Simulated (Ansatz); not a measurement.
# Ansatz run on Mg (P6_3/mmc, 2 atoms in the cell): self-consistent single point

Level of theory: PBE (plane waves, PAW; Ansatz, a first-principles code).

Input:

Ansatz 0.2 input:
```yaml
# Mg
crystal:
  lattice:
    - [1.64352000, -2.84666000, 0.00000000]
    - [1.64352000, 2.84666000, 0.00000000]
    - [0.00000000, 0.00000000, 5.33504000]
  atoms:
    - { symbol: Mg, position_ang: [1.64352000, 0.94888669, 1.33376000] }
    - { symbol: Mg, position_ang: [1.64352000, -0.94888669, 4.00128000] }
basis:
  ecutwfc: 420.0 eV
kpoints:
  mp_grid: { grid: [12, 12, 6] }
hamiltonian:
  xc: pbe
  pseudopotentials: { kind: paw }
scf:
  occupations: { method: fermi_dirac, width: 0.1 eV }
output:
  forces: true
  eigenvalues: true
  stress: true
```

The program printed (abridged):

```
WARN ansatz: RAYON_NUM_THREADS=1 ignored (pool sized by the plan → 1); use --threads N
Pseudopotentials: kind: paw
Pseudopotential: Mg, paw, valence charge 10
Crystal: 2 atoms, lattice volume = 49.920 Å³
Basis set: ecut = 420 eV, 989 PW (Γ), exchange–correlation on 48×48×72 points (8 copies of the dense FFT grid, shifted against one another)
Bands: 14, of which v1, the nominal top of the filled ones, is band 10 counted from 1 (9 counted from 0)
Symmetry: 24 space group operations
Space group: P63/mmc (ITA 194), of the structure as read, at distance tolerance 3.7e-5 Å
k-points: 76 of 864
Initial density: superposition of atomic densities (neutral atoms: chi_scale 0, normalization atom), corrected by the library's trained network
Initial wavefunctions: pseudopotential atomic-orbital guess
Eigensolver: davidson
Functional: x = pbe(κ = 0.804, μ = 0.2195149727645171), c = pbe(β = 0.06672455060314922)
SCF iter   1: F=—  HF=-3847.588960 eV  |F-HF|=—  |Δ(HF+E_count)|=         —  Δρ=8.61e-4  dr2=4.35e-4  ethr=1.77e-3  ⟨swp⟩=5.0  Hψ=5373  notcnv=0
all-band conjugate gradients solve this SCF's bands
preconditioner: auto → none
SCF iter   2: F=—  HF=-3847.588563 eV  |F-HF|=—  |Δ(HF+E_count)|=   3.98e-4  Δρ=5.60e-4  dr2=1.90e-4  ethr=2.17e-6  ⟨swp⟩=2.0  Hψ=2192  notcnv=0
SCF iter   3: F=—  HF=-3847.588577 eV  |F-HF|=—  |Δ(HF+E_count)|=   1.48e-5  Δρ=2.36e-4  dr2=1.52e-5  ethr=9.51e-7  ⟨swp⟩=2.0  Hψ=1821  notcnv=0
SCF iter   4: F=—  HF=-3847.588632 eV  |F-HF|=—  |Δ(HF+E_count)|=   5.43e-5  Δρ=9.76e-5  dr2=1.63e-6  ethr=7.59e-8  ⟨swp⟩=2.7  Hψ=2114  notcnv=0
iter 5 did not close the SCF: its close was put off for the readings that it lacked (scf_convergence_deferred on its scf_iter line)
SCF iter   5: F=-3847.588630 eV  HF=-3847.588630 eV  |F-HF|=5.66e-9  |Δ(HF+E_count)|=   2.05e-6  Δρ=3.36e-6  dr2=2.97e-9  ethr=8.14e-9  ⟨swp⟩=2.0  Hψ=1812  notcnv=0
SCF iter   6: F=-3847.588630 eV  HF=-3847.588630 eV  |F-HF|=4.28e-10  |Δ(HF+E_count)|=   6.37e-9  Δρ=1.19e-6  dr2=2.38e-10  ethr=1.49e-11  ⟨swp⟩=1.9  Hψ=2819  notcnv=0
SCF 1 converged in 6 iterations: F = -3847.588630 eV  dr2 = 2.38e-10
SCF converged after 6 iterations
Free energy (F): -3847.588630 eV
Harris-Foulkes:  -3847.588630 eV  (|F-HF|=4.28e-10)
Internal energy: -3847.560303 eV  (E = F + TS)
E sigma→0 (E₀):  -3847.574467 eV
Entropy (-TS):   -0.028326 eV (-14.163 meV/atom)
Fermi energy:    4.974401 eV
--- Per-component energies (eV) ---
  E_band       = -729.644900
  E_kinetic    = 148.603982
  E_local      = -3306.026404  (includes V_loc(G=0)·N_el)
  E_nonlocal   = 191.416662
  E_hartree    = 1183.133501
  E_xc         = -56.152034
  E_vxc        = -72.407243  (∫ρ·V_xc dr)
  E_paw        = -585.482211  (= ΣΔE_a)
  E_vpaw       = -57.499719  (= ΣTr[D̂ρ^β])
  E_aug_tail   = -0.000005  (compensation charges beyond the density's cutoff)
  E_ewald      = -1423.053794
  E_smearing   = -0.028326  (= −TS)
  E_closure    = -0.000000  (closes the sum)
  Σ components = -3847.588630   (vs F -3847.588630, Δ=0.00e0)
--- Forces (eV/Å), atoms counted from 1 ---
  atom   1  Mg    -0.00000000    -0.00000000     0.00000000
  atom   2  Mg    -0.00000000     0.00000000     0.00000000
  max |Σ_I F_I| component: 1.39e-17 eV/Å
--- Stress (GPa, compression-positive) ---
       -2.358008      -0.000000       0.000000
       -0.000000      -2.358008       0.000000
        0.000000       0.000000      -2.856034
  P = ⅓ Tr σ = -2.5240 GPa (-25.240 kbar)
  The stress holds the Pulay correction. Without it, at fixed plane waves, as pw.x and ABINIT print it: P = -2.5271 GPa
--- Band table (eV; the first three rows and the last of 76) ---
  k-point 0: bands = ["-71.1373", "-71.1354", "-37.9037", "-37.8826", "-37.8826", "-37.8806", "-37.8790", "-37.8790", "-1.5908", "3.4485", "3.7440", "15.3942", "15.3942", "15.4359"]
  k-point 1: bands = ["-71.1372", "-71.1355", "-37.9021", "-37.8823", "-37.8823", "-37.8821", "-37.8793", "-37.8793", "-1.4432", "2.0315", "5.4190", "14.8325", "15.5032", "15.5032"]
  k-point 2: bands = ["-71.1368", "-71.1359", "-37.8979", "-37.8864", "-37.8817", "-37.8817", "-37.8799", "-37.8799", "-1.0017", "0.7436", "7.4796", "12.2731", "15.8158", "15.8158"]
  k-point 75: bands = ["-71.1350", "-71.1350", "-37.8980", "-37.8980", "-37.8926", "-37.8926", "-37.8846", "-37.8846", "5.2137", "5.2137", "5.7018", "5.7018", "6.3154", "6.3154"]
```

The run converged in 6 iterations.

The starting cell has typed, rounded lattice constants, without a prior relaxation at this level. Its lattice was rescaled by a random factor within 2.5 % of one. Ansatz's pressure includes its estimate of the finite-basis (Pulay) stress.
